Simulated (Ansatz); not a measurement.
β-phase GaSe (model structure), treated with rVV10 in Ansatz (plane waves, PAW).

Rigid layers of the crystal as relaxed at this level are moved apart or together:

```csv
run,k mesh,layer repeat (Å),energy against free layers (meV/Å²),gap on the mesh (eV)
1,12×12×4,7.675,-15.78,0.118
2,12×12×4,7.825,-18.24,0.208
3,12×12×2,7.975,-19.19,0.315
4,12×12×2,8.175,-19.08,0.465
5,12×12×2,8.475,-17.21,0.680
6,12×12×2,8.975,-12.89,0.965
7,12×12×2,9.975,-6.43,1.306
8,12×12×2,11.975,-1.95,1.539
```

The lowest energy of these points lies at a layer repeat of 7.97 Å.

Spin–orbit coupling is not included.

A model structure was made by putting elements into a prototype or built by hand; here it ended with the formula and space group of a phase in our tables.

Ansatz is an electronic-structure program.
